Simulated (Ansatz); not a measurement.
As on the N site in metastable zinc-blende AlN (start: the N site; 64-site cell, 2×2×2 shifted sampling). Calculation: PBE, PAW (plane waves to 420 eV; Ansatz, an electronic-structure program). Total energies of the localised charge states, counted from that of charge +1, and their image corrections (point charge with alignment); the host's valence-band maximum lies at 6.722 eV on the cells' energy zero and its gap is 3.31 eV.

| charge | moment (μB) | E − E(first) (eV) | correction (eV) |
|---|---|---|---|
| +1 | 1.0 | 0.000 | 0.517 |
| 0 | not spin-polarised | 7.890 | 0.000 |

**Question.** Derive the transition levels above the valence-band maximum and say which of them are thermodynamic.

**Answer.** A level is the Fermi energy at which two charges have equal formation energy: ε(q/q′) = [E(q′) + corr(q′) − E(q) − corr(q)] / (q − q′) − E_VBM.
ε(+1/0) = [(7.890 + 0.000) − (0.000 + 0.517)] / 1 − 6.722 = 0.65 eV
Thermodynamic levels at least 0.1 eV inside the gap: (+1/0) at 0.65 eV. They hold to tenths of an eV in this cell. Only the charges listed were compared. At charge −1 the carrier sat in host band states, shallow at most. Flagged in the runs: a doubtful potential alignment.
